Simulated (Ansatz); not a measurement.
Band structure of CoAl (Pm-3m, 2 atoms in the cell).

```xyz
2
Lattice="2.9069 0.0000 0.0000 0.0000 2.9069 0.0000 0.0000 0.0000 2.9069" Properties=species:S:1:pos:R:3 pbc="T T T"
Al     1.4535     1.4535     1.4535
Co     0.0000     0.0000     0.0000
```

Method: PBE, PAW files (plane waves; Ansatz, an electronic-structure program).

Settings: basis.ecutwfc = 420 eV; kpoints.mp_grid.grid = 15 15 15; hamiltonian.xc = pbe; hamiltonian.pseudopotentials = {kind: paw} (an earlier, softer set of the program's PAW files); scf.occupations.method = fermi_dirac; scf.occupations.width = 0.05 eV; kpoints.band_path.npoints = 8.

The starting cell has typed, rounded lattice constants, without a prior relaxation at this level. Its lattice was rescaled by a random factor within 2.5 % of one. Spin polarisation is off.

Levels in eV from the Fermi level, bands 7 to 13:
| point | 7 | 8 | 9 | 10 | 11 | 12 | 13 |
|---|---|---|---|---|---|---|---|
| Γ | -2.71 | -0.77 | -0.77 | -0.77 | 5.66 | 5.66 | 5.66 |
| X | -2.17 | -1.58 | -1.58 | -0.66 | 0.16 | 8.26 | 10.22 |
| M | -2.57 | -2.57 | -1.37 | -1.37 | -0.21 | 2.23 | 3.14 |
| R | -3.68 | -0.18 | -0.18 | 2.35 | 2.35 | 2.35 | 3.57 |

Bands cross the Fermi level along this path, so the cell is metallic at this level.

Keys are those of Ansatz 0.2.
